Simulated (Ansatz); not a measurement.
TlBr (model structure, started from the PtS type, P4₂/mmc, No. 131, 4 atoms in the cell), treated with PBEsol (plane waves, PAW; Ansatz, a quantum-chemistry and plane-wave program).

Run with plane-wave cutoff 500 eV, 8×8×6 k mesh (along the axes of the cell as run), Fermi–Dirac smearing 0.05 eV, scalar-relativistic PAW data made under PBE.

Cell (relaxed at this level):

```
TlBr
1.0
    4.55620     0.00000     0.00000
    0.00000     4.55620     0.00000
    0.00000     0.00000     8.82310
Tl Br
2 2
Cartesian
  0.00000   2.27810   0.00000
  2.27810   0.00000   4.41155
  0.00000   0.00000   2.20578
  0.00000   0.00000   6.61733
```

Q: Give the computed band gap.

A: 
- band gap: 1.73 eV (on the SCF k mesh)

Note: the relaxation could raise the start's symmetry but not lower it, so the cell can be a saddle point.

Spin–orbit coupling is not included; with these elements it can move the gap by several tenths of an eV or more.

Static lattice: no zero-point or thermal effects.

It cost about 100 core-seconds (a rough figure) of CPU time.

A model structure was made by putting elements into a prototype or built by hand; it is no filed structure, need not be a known phase, and can be a saddle point held by its symmetry.
